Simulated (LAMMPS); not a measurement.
An MD run on Cu (fcc), 256 atoms, at 300 K and 0 GPa, heated as the crystal.

Computed with classical MD, pair style bop, file AlCu.bop.table, run in LAMMPS.

Starting crystal:

Space group Fm-3m (No. 225); a = b = c = 3.610 Å, α = β = γ = 90.00°

| atom | site | symmetry | x | y | z |
|---|---|---|---|---|---|
| Cu | 4a | m-3m | 0.0000 | 0.0000 | 0.0000 |

Question: Give the first peak of g(r), the state found as this potential yields it.

Answer: first peak of g(r): 2.55 Å, height 7.8; state found: crystal; no diffusion seen in 15 ps.
